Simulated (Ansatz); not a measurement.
Base system: Al in the fcc (Cu type) structure (space group Fm-3m, No. 225; relaxed with 0.1 eV smearing).

```
CELL_PARAMETERS angstrom
      0.00000     2.02038     2.02038
      2.02038     0.00000     2.02038
      2.02038     2.02038     0.00000
ATOMIC_POSITIONS crystal
  Al 0.00000 0.00000 0.00000
```

Cartesian axes are those of the cell as printed.

The values are results of PBE in Ansatz (plane waves to 420 eV, PAW, no spin-orbit coupling), earlier PAW set, not measurements.

The change: every lattice vector is shortened by 1.43 %; the atoms relax in the strained cell.

Problem. Predict the stress tensor and what it implies for the stiffness.

Solution. Stress of the strained cell less that of the base (GPa, compression positive):
```
    3.7     0.0     0.0
    0.0     3.7     0.0
    0.0     0.0     3.7
```

Then B = −ΔP/(ΔV/V₀) with ΔV/V₀ = -0.0423 gives secant stiffness values (nonlinear terms included at this strain): B ≈ 88 GPa.

As a check, the harmonic strain energy −½ V₀ Δσ:ε is 8.2 meV/atom; the computed energy rise is 7.7 meV/atom.

Stability against distortions was not tested.

Ansatz is a program for electronic structure.
